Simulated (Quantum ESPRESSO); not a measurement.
A self-consistent single point of Ti2Sn (P6_3/mmc, 6 atoms in the cell) with Quantum ESPRESSO.

Method: PBEsol, PseudoDojo standard norm-conserving (PBESOL) pseudopotentials (plane waves; Quantum ESPRESSO).

The change in words: lattice scaled by 0.98. Reference geometry:
```xyz
6
Lattice="4.7354 0.0000 0.0000 -2.3677 4.1009 0.0000 0.0000 0.0000 5.6189" Properties=species:S:1:pos:R:3 pbc="T T T"
Ti     2.3677     1.3670     1.4047
Ti     0.0000     2.7340     4.2141
Ti     0.0000     0.0000     0.0000
Ti     0.0000     0.0000     2.8094
Sn     2.3677     1.3670     4.2141
Sn     0.0000     2.7340     1.4047
```

Reference input (self-consistent single point, DFT, PBEsol, plane waves, PseudoDojo standard norm-conserving (PBESOL) pseudopotentials): ecutwfc = 85 Ry; occupations = smearing; smearing = fd; degauss = 0.0073499 Ry; potentials = {Ti: Ti.upf, Sn: Sn.upf}; K_POINTS = automatic 7 7 5 0 0 0; conv_thr = 1e-10 Ry. This run's input differs from it in these lines:

```diff
@@ -10,4 +10,4 @@
  ibrav = 4,
- A = 4.7353497715,
- C = 5.6188600000,
+ A = 4.6406425797,
+ C = 5.5064830000,
  nat = 6,
```

Output, abridged:

```
     Self-consistent Calculation

     iteration #  1     ecut=    85.00 Ry     beta= 0.70

     Threshold (ethr) on eigenvalues was too large:
     Diagonalizing with lowered threshold

     total energy              =    -789.16148645 Ry
     estimated scf accuracy    <       0.16867856 Ry

     iteration #  2     ecut=    85.00 Ry     beta= 0.70

     total energy              =    -789.01744870 Ry
     estimated scf accuracy    <       1.15764495 Ry

     iteration #  3     ecut=    85.00 Ry     beta= 0.70

     total energy              =    -789.17461584 Ry
     estimated scf accuracy    <       0.62271687 Ry

   [... 11 blocks of this kind left out ...]

     iteration # 15     ecut=    85.00 Ry     beta= 0.70

     total energy              =    -789.21947984 Ry
     estimated scf accuracy    <          2.0E-10 Ry

     iteration # 16     ecut=    85.00 Ry     beta= 0.70
     End of self-consistent calculation

     the Fermi energy is    15.3876 ev

!    total energy              =    -789.21947984 Ry
     estimated scf accuracy    <          5.1E-13 Ry
     smearing contrib. (-TS)   =      -0.00975594 Ry
     internal energy E=F+TS    =    -789.20972390 Ry

     convergence has been achieved in  16 iterations

     Forces acting on atoms (cartesian axes, Ry/au):

     atom    1 type  1   force =     0.00000000   -0.00000000   -0.00000000
   [... zero for the other atoms too ...]

     Total force =     0.000000     Total SCF correction =     0.000000

          total   stress  (Ry/bohr**3)                   (kbar)     P=       46.35
   0.00032213  -0.00000000   0.00000000           47.39       -0.00        0.00
  -0.00000000   0.00032213   0.00000000           -0.00       47.39        0.00
  -0.00000000  -0.00000000   0.00030099           -0.00       -0.00       44.28

   JOB DONE.
```

The run converged in 16 iterations. Against the reference run the free energy rises by 4.0 meV/atom and the pressure goes from -3.05 to 4.64 GPa.

The starting cell comes from a database of computed structures (which also holds hypothetical and non-ambient phases and stackings), without a prior relaxation at this level. For this run, on top of that: lattice scaled by 0.98. Spin polarisation is off. With a pressure of about 5 GPa the cell is away from its equilibrium volume at this level.

Cost on one core of a shared machine: roughly 5 min.
